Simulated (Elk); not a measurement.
A self-consistent single point of VOs (Pm-3m, 2 atoms in the cell) with Elk.

Method of the run: PBEsol, spin-orbit coupling in second variation, all-electron FP-LAPW, Elk's shipped species files, APW+lo basis with extra local orbitals in Elk 10.2.4.

```yaml
crystal:
  lattice:
    - [2.94266, 0.00000, 0.00000]
    - [0.00000, 2.94266, 0.00000]
    - [0.00000, 0.00000, 2.94266]
  atoms:
    - { symbol: V, position: [0.00000, 0.00000, 0.00000], spin: 2.0 }
    - { symbol: Os, position: [0.50000, 0.50000, 0.50000] }
```
(The spins are starting values, not results.)

Reference input (self-consistent single point, DFT, PBEsol, all-electron FP-LAPW, Elk's shipped species files, APW+lo basis with extra local orbitals): xctype = 22; spinpol = true; rgkmax = 7.5; swidth = 0.00367493 Ha; ngridk = 9 9 9; reducebf = 0.8; gmaxvr = 14 1/bohr; nxlo = 2; lorbcnd = true; rmtscf = 0.87; lmaxi = 2; nempty = 12 per atom. This run's input differs from it in these lines:

```diff
@@ -7,2 +7,5 @@
 spinpol
+  .true.
+
+spinorb
   .true.
```

Log, with long lists cut:

```
│ Self-consistent loop started │
│ Loop number : 1 │
 total energy                :     -18219.8476691
 total moment                :   0.1273348278E-19  0.2751837363E-19  0.8564540189
│ Loop number : 2 │
 total energy                :     -18220.3265770
 total moment                :   0.1754463365E-19 -0.5631319020E-19  0.8561573200
RMS change in Kohn-Sham potential (target) :    1.980614387     (  0.1000000000E-05)
Absolute change in total energy (target)   :   0.4789079098     (  0.1000000000E-03)
│ Loop number : 3 │
 total energy                :     -18214.4504645
   [... lines left out ...]
 total energy                :     -18225.5051027
 total moment                :   0.2962658095E-20 -0.2573123809E-20  0.8993041201E-03
RMS change in Kohn-Sham potential (target) :   0.1427313734E-05 (  0.1000000000E-05)
Absolute change in total energy (target)   :   0.3244636173E-04 (  0.1000000000E-03)
│ Loop number : 31 │
 total energy                :     -18225.5050346
 total moment                :  -0.8917749807E-21 -0.9572418198E-21  0.5632036217E-03
RMS change in Kohn-Sham potential (target) :   0.3439958669E-06 (  0.1000000000E-05)
Absolute change in total energy (target)   :   0.7625029320E-04 (  0.1000000000E-03)
Convergence targets achieved

│ Loop number : 32 │

Energies :
 Fermi                       :     0.563346396196
 xc effective B-field        :    -0.431547148969E-06
 external B-field            :      0.00000000000
 total energy                :     -18225.5050588
 (external B-field energy excluded from total)

Density of states at Fermi energy :    68.57387427
 (states/Hartree/unit cell)

Estimated indirect band gap :   0.4652472175E-03
 from k-point     13 to k-point     48
Estimated direct band gap   :   0.5375561724E-02
 at k-point      8

Charges :
 core                        :    56.00000000
 valence                     :    43.00000000
 interstitial                :    3.691403560
 muffin-tins (core leakage)
  species :    1 (V)
   atom    1                 :    21.01450300     (  0.4546240717E-08)
  species :    2 (Os)
   [... lines left out ...]
 muffin-tins
  species :    1 (V)
   atom    1                 :   0.8831578252E-21  0.1022154656E-21  0.4534898079E-03
  species :    2 (Os)
   atom    1                 :   0.1121899972E-20  0.2572004069E-21  0.2036076400E-03
 total in muffin-tins        :   0.2005057797E-20  0.3594158725E-21  0.6570974479E-03
 total moment                :   0.1928348680E-20  0.2496994631E-21  0.7188922780E-03

│ Self-consistent loop stopped │
```

The run converged in 32 iterations. The count includes the last loop, which Elk runs after its targets are met. 

The starting cell comes from a database of computed structures (which also holds hypothetical and non-ambient phases and stackings), without a prior relaxation at this level. Its lattice was rescaled by a random factor within 2.5 % of one. The starting moments vanished: the run ended non-magnetic, which need not be the lowest state. Values depend on the basis (sphere radii, cutoffs, local orbitals), which need not be converged. The log's line on a gap gives a spacing of levels on this mesh, which the program prints for metals too.

Cost on one core of a shared machine: roughly 3 min.
